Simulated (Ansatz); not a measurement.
Cubic perovskite KNiF3, treated with r²SCAN0 in Ansatz (plane waves, PAW).

Numerical settings: plane-wave cutoff 520 eV, 6×6×6 k mesh, Fermi–Dirac smearing 0.01 eV, spin-polarised with parallel moments, scalar-relativistic PAW data made under PBE.

Cell (measured lattice):

```cif
data_F3KNi
_chemical_formula_sum 'K1 Ni1 F3'
_space_group_name_H-M_alt 'P 1'
_space_group_IT_number 1
_cell_length_a 4.01300
_cell_length_b 4.01300
_cell_length_c 4.01300
_cell_angle_alpha 90.000
_cell_angle_beta 90.000
_cell_angle_gamma 90.000
loop_
_space_group_symop_operation_xyz
  'x, y, z'
loop_
_atom_site_label
_atom_site_type_symbol
_atom_site_fract_x
_atom_site_fract_y
_atom_site_fract_z
_atom_site_occupancy
K1 K 0.00000 0.00000 0.00000 1
Ni1 Ni 0.50000 0.50000 0.50000 1
F1 F 0.50000 0.00000 0.50000 1
F2 F 0.00000 0.50000 0.50000 1
F3 F 0.50000 0.50000 0.00000 1
```
Starting moments (μB, in the order of the record's atoms K Ni F F F): 0.0 2.0 0.0 0.0 0.0.

What does this level give for the band gap, smallest direct gap on the k points sampled and direct gap at Γ?


* **band gap**: 7.39 eV (on the SCF k mesh) (indirect)
* **smallest direct gap on the k points sampled**: 7.62 eV
* **direct gap at Γ**: 8.67 eV

Note: the magnetic order was assumed, not searched for or taken from measurement; cell and atoms aren't relaxed at this level (pressure -1.4 GPa).

The computed numbers hold no vibrational or temperature effects.

The result took around 10 core-minutes (rough).

Ansatz is an electronic-structure program.
